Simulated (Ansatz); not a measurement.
An Ansatz (a first-principles code) input (DFT with r2SCAN, PAW potentials and a 500 eV plane-wave cutoff in Ansatz, without spin-orbit coupling):

Ansatz 0.2 input:
```yaml
crystal:
  lattice:
    - [0, 2.0828818663, 2.0828818663]
    - [2.0828818663, 0, 2.0828818663]
    - [2.0828818663, 2.0828818663, 0]
  atoms:
    - { symbol: Au, position: [0, 0, 0] }
basis: { ecutwfc: 500, ecutrho_ratio: 4, xc_grid: 4, fft_grid_basis: typed }
kpoints: { mp_grid: { grid: [27, 27, 27] } }
hamiltonian:
  xc: r2scan
  dispersion: none
  pseudopotentials: { kind: paw }
scf: { occupations: { method: fermi_dirac, width: 0.1 }, convergence: { dr2_threshold: 0.0000000001 } }
relax: { f_tol: 0.005, max_steps: 50 }
output: { forces: true, stress: true }
checkpoint: { write: state.ck, write_every: 1000 }
```

### Question
Which symmetry and how many k-points will the program report, and about how many plane waves at Γ?

### Answer
Space group Fm-3m (ITA 225) with 48 operations, k-points 560 of 19683, and 459 plane waves at Γ.

### Question
And the final pressure?

### Answer
-4.18 GPa (compression positive).

The cells carry an imposed strain or load. Stability against distortions was not tested. The cell was made from Au in the fcc (Cu type) structure (space group Fm-3m, No. 225) by this change: isotropic strain +1.00 %.
